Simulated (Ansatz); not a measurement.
## Migration barriers: interstitial O in fcc Cu, neutral cell

Defect: interstitial O in fcc Cu, neutral cell. Computed with PBE, PAW (plane waves to 420 eV; Ansatz, an electronic-structure program).

Settings: 32 host sites, the relaxed PBE lattice, a 2×2×2 k-point mesh shifted by half a step, smearing 0.10 eV, spin-restricted, no image-charge correction. Static, classical nuclei. Sites that were not tried may lie lower.

Barriers: single points on a 4×4×4 k-point mesh shifted by half a step at the bands' geometries.

```
Route                        Start site over the lowest site run (eV)  Hop (Å)  Forward barrier (eV)  Backward barrier (eV)  Neighbours at the start    Neighbours at the saddle                        Saddle order  Forward, on the band's own sampling (eV)
---------------------------  ----------------------------------------  -------  --------------------  ---------------------  -----------------------  --------------------------  ----------------------------------  ----------------------------------------
a direct jump of one O atom                                      0.00     1.57                  0.46                   0.21           6 Cu at 2.00 Å  3 Cu at 1.86, Cu at 2.17 Å  not checked, on a symmetry element                                      0.45
```

Paths come from CI-NEB runs.  A band can be held on a symmetry element, so unchecked saddle points there may be too high.
